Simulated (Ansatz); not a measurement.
Output of an Ansatz run (abridged):

```
WARN ansatz: RAYON_NUM_THREADS=1 ignored (pool sized by the plan → 1); use --threads N
Pseudopotentials: kind: paw
Pseudopotential: Mg, paw, valence charge 10
Pseudopotential: Tl, paw, valence charge 13
Crystal: 2 atoms, lattice volume = 47.423 Å³
Basis set: ecut = 420 eV, 925 PW (Γ)
Bands: 16, of which v1, the nominal top of the filled ones, is band 12 counted from 1 (11 counted from 0)
Symmetry: 8 space group operations
Space group: P4mm (ITA 99), of the structure as read, at distance tolerance 3.6e-5 Å
k-points: 75 of 729 (time reversal used)
PAW frozen core: Mg, regenerated for the run's functional, and the local potential with it
PAW frozen core: Tl, regenerated for the run's functional, and the local potential with it
Initial density: superposition of atomic densities (neutral atoms: chi_scale 0, normalization atom), corrected by the library's trained network
Initial wavefunctions: pseudopotential atomic-orbital guess
Eigensolver: davidson
Functional: x = slater, c = lda
SCF iter   1: F=—  HF=-13048.419223 eV  |F-HF|=—  |Δ(HF+E_count)|=         —  Δρ=6.40e-3  dr2=1.53e-2  ethr=1.77e-3  ⟨swp⟩=5.3  Hψ=5936  notcnv=0
all-band conjugate gradients solve this SCF's bands
preconditioner: auto → none
SCF iter   2: F=—  HF=-13048.409024 eV  |F-HF|=—  |Δ(HF+E_count)|=   1.02e-2  Δρ=1.65e-3  dr2=8.43e-4  ethr=6.66e-5  ⟨swp⟩=2.0  Hψ=2947  notcnv=0  defer=31
SCF iter   3: F=—  HF=-13048.408673 eV  |F-HF|=—  |Δ(HF+E_count)|=   3.51e-4  Δρ=2.56e-4  dr2=4.75e-5  ethr=3.66e-6  ⟨swp⟩=2.0  Hψ=1984  notcnv=0  defer=31
SCF iter   4: F=—  HF=-13048.408662 eV  |F-HF|=—  |Δ(HF+E_count)|=   1.10e-5  Δρ=1.21e-4  dr2=5.21e-6  ethr=2.07e-7  ⟨swp⟩=2.1  Hψ=1713  notcnv=0  defer=31
SCF iter   5: F=—  HF=-13048.408663 eV  |F-HF|=—  |Δ(HF+E_count)|=   1.08e-6  Δρ=1.22e-5  dr2=1.19e-7  ethr=2.27e-8  ⟨swp⟩=1.0  Hψ=1159  notcnv=0  defer=31
SCF iter   6: F=-13048.408663 eV  HF=-13048.408663 eV  |F-HF|=2.59e-9  |Δ(HF+E_count)|=   5.45e-8  Δρ=2.43e-6  dr2=3.74e-9  ethr=4.35e-10  ⟨swp⟩=6.0  Hψ=4424  notcnv=0
SCF 1 converged in 6 iterations: F = -13048.408663 eV  dr2 = 3.74e-9
SCF converged after 6 iterations
Free energy (F): -13048.408663 eV
Harris-Foulkes:  -13048.408663 eV  (|F-HF|=2.59e-9)
Internal energy: -13048.402932 eV  (E = F + TS)
E sigma→0 (E₀):  -13048.405797 eV
Entropy (-TS):   -0.005731 eV (-2.865 meV/atom)
Fermi energy:    9.218292 eV
--- Per-component energies (eV) ---
  E_band       = -336.818759
  E_kinetic    = 409.992386
  E_local      = -2412.025505  (includes V_loc(G=0)·N_el)
  E_nonlocal   = 417.326533
  E_hartree    = 866.943871
  E_xc         = -257.804209
  E_vxc        = -180.715937  (∫ρ·V_xc dr)
  E_paw        = -10140.156086  (= ΣΔE_a)
  E_vpaw       = -305.284789  (= ΣTr[D̂ρ^β])
  E_aug_tail   = 0.000034  (compensation charges beyond the density's cutoff)
  E_ewald      = -1932.688875
  E_core_change = 0.008919  (= ΣΔE_core)
  E_smearing   = -0.005731  (= −TS)
  E_closure    = -0.000000  (closes the sum)
  Σ components = -13048.408663   (vs F -13048.408663, Δ=0.00e0)
--- Forces (eV/Å), atoms counted from 1 ---
  atom   1  Mg    -0.00000000     0.00000000    -0.07655364
  atom   2  Tl     0.00000000     0.00000000     0.07655687
  max |Σ_I F_I| component: 3.23e-6 eV/Å
--- Stress (GPa, compression-positive) ---
       -1.938303       0.000000       0.000000
        0.000000      -1.938303       0.000000
       -0.000000       0.000000      -1.979117
  P = ⅓ Tr σ = -1.9519 GPa (-19.519 kbar)
  The stress holds the Pulay correction. Without it, at fixed plane waves, as pw.x and ABINIT print it: P = -1.9773 GPa
--- Band table (eV; the first three rows and the last of 75) ---
  k-point 0: bands = ["-66.7919", "-34.2164", "-34.2163", "-34.2163", "-2.5985", "-2.5982", "-2.2326", "-2.2321", "-2.2321", "-0.5252", "11.5804", "11.5804", "11.5831", "12.5720", "14.5502", "14.5511"]
  k-point 1: bands = ["-66.7919", "-34.2169", "-34.2163", "-34.2163", "-2.5943", "-2.5628", "-2.2481", "-2.2481", "-2.2309", "-0.3797", "9.8814", "11.7454", "11.7454", "13.2590", "14.6139", "15.8923"]
  k-point 2: bands = ["-66.7919", "-34.2180", "-34.2162", "-34.2162", "-2.5838", "-2.4785", "-2.2884", "-2.2884", "-2.2265", "0.0603", "7.7576", "12.2214", "12.2214", "13.7272", "14.7930", "18.5188"]
  k-point 74: bands = ["-66.7915", "-34.2194", "-34.2193", "-34.2193", "-2.5422", "-2.5381", "-2.5377", "-2.0416", "-2.0414", "5.0770", "8.6908", "8.8133", "8.8177", "10.8995", "11.5706", "11.5717"]
```

The structure:

```
CELL_PARAMETERS angstrom
      3.61961     0.00000     0.00000
      0.00000     3.61961     0.00000
      0.00000     0.00000     3.61961
ATOMIC_POSITIONS crystal
  Mg 0.00000 0.00000 0.01381
  Tl 0.50000 0.50000 0.50000
```

Question: Write an input that gives this output.

Answer: Other spellings and defaults could give the same log, and not every line can be read from it. The input that was run (DFT, LDA (PW92), plane waves, default PAW files made with PBE):

Ansatz 0.2 input:
```yaml
crystal:
  lattice:
    - [3.61961100, 0.00000000, 0.00000000]
    - [0.00000000, 3.61961100, 0.00000000]
    - [0.00000000, 0.00000000, 3.61961100]
  atoms:
    - { symbol: Mg, position: [0.00000000, 0.00000000, 0.01381400] }
    - { symbol: Tl, position: [0.50000000, 0.50000000, 0.50000000] }
basis:
  ecutwfc: 420.0
kpoints:
  mp_grid: { grid: [9, 9, 9] }
hamiltonian:
  xc: lda
  pseudopotentials: { kind: paw }
scf:
  occupations: { method: gaussian, width: 0.1 }
output:
  forces: true
  eigenvalues: true
  stress: true
```

The starting cell comes from a database of computed structures (which also holds hypothetical and non-ambient phases and stackings), without a prior relaxation at this level. Its lattice was rescaled by up to half a per cent. One atom was moved a little off its site on purpose. Spin-orbit coupling is off. Ansatz's pressure includes its estimate of the finite-basis (Pulay) stress.

Ansatz is a program for electronic structure.
